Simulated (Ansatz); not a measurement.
## Effect of Cu → Fe on Ba2CuHgO4

The parent structure is Ba2CuHgO4 (space group P4/mmm, No. 123; a = 3.853 Å, c = 9.550 Å; a cell from a computed database, its experimental status unchecked).

One thing is altered: Fe takes the place of Cu on all its sites; the structure is relaxed again.

Calculations: PBEsol/PAW in Ansatz (a quantum-chemistry and plane-wave program), spin-orbit coupling left out. Settings: 12×12×5 k-points, 0.05 eV Fermi–Dirac smearing.

| quantity | base | changed | shift |
|---|---|---|---|
| volume per atom | 17.72 Å³ | 18.00 Å³ | +0.28 Å³ |
| density | 7.06 g/cm³ | 6.86 g/cm³ | -0.20 g/cm³ |
| lattice parameter a | 3.853 Å | 3.877 Å | +0.024 Å |
| c/a ratio | 2.479 | 2.472 | -0.007 |
| shortest interatomic distance | 1.926 Å | 1.851 Å | -0.0757 Å |
| band gap | zero | zero | – |
| magnetic state | not spin-polarised | ferromagnetic | – |
| largest site moment | 0.00 μB | 2.52 μB | +2.52 μB |

Final structure:

```
CELL_PARAMETERS angstrom
      3.87658     0.00000     0.00000
      0.00000     3.87658     0.00000
      0.00000     0.00000     9.58274
ATOMIC_POSITIONS crystal
  Ba 0.50000 0.50000 0.69661
  Ba 0.50000 0.50000 0.30339
  Fe 0.00000 0.00000 0.50000
  Hg 0.00000 0.00000 0.00000
  O  0.00000 0.00000 0.69311
  O  0.00000 0.00000 0.30689
  O  0.00000 0.50000 0.50000
  O  0.50000 0.00000 0.50000
```

Cost of the whole job for the changed cell (relaxation, final SCF and bands): around 22 core-minutes (rough).

Stability against distortions was not tested. As relaxed here, Ba2FeHgO4 is a hypothetical phase, not in the database extracts checked. No Hubbard U is applied and the magnetic state is the run's own (Ba2FeHgO4 ferromagnetic; Ba2CuHgO4 not spin-polarised); small cells can't hold the antiferromagnetic order that many such compounds have, so gaps and moments can be off. Spin-polarised in the final run: Ba2FeHgO4; the other runs are not. An odd electron count without spin: Ba2CuHgO4.
